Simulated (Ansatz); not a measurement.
Base system: CsPbF3 in the cubic perovskite structure (space group Pm-3m, No. 221; a = 4.814 Å).

Calculations: Ansatz (an electronic-structure program) PBEsol, scalar-relativistic without spin-orbit coupling.

One change was made to it. Results:

The shortest interatomic distance drops by 0.295 Å to 2.112 Å; the valley order (the lowest conduction-band minima on the path, energy above the VBM, named in the base's zone) changes from R along ⟨111⟩ 2.62 eV; X along ⟨100⟩ 3.07 eV to R along ⟨111⟩ 0.04 eV; Γ 0.94 eV; X along ⟨100⟩ 1.35 eV.

Q: Which change produced these results?
A) pressure −1 GPa
B) pressure 45 GPa
C) pressure 18 GPa
D) pressure 9 GPa

A: B, pressure 45 GPa. For comparison, the valley order in the other runs: pressure 18 GPa gives R along ⟨111⟩ 1.29 eV; X along ⟨100⟩ 2.17 eV; Γ 2.67 eV; pressure −1 GPa gives R along ⟨111⟩ 2.72 eV; X along ⟨100⟩ 3.14 eV; pressure 9 GPa gives R along ⟨111⟩ 1.86 eV; X along ⟨100⟩ 2.55 eV.

With Pb present, leaving out spin-orbit coupling can change the band edges. The levels and masses belong to the bands next to the band gap. Load acts through the strain it causes; cell and atoms are relaxed under it. Whether these cells are dynamically stable was not tested. No other phases were tried under pressure. All final runs are without spin polarisation. Many cubic perovskites are stable only at high temperature; tilts and polar distortions were not tested.
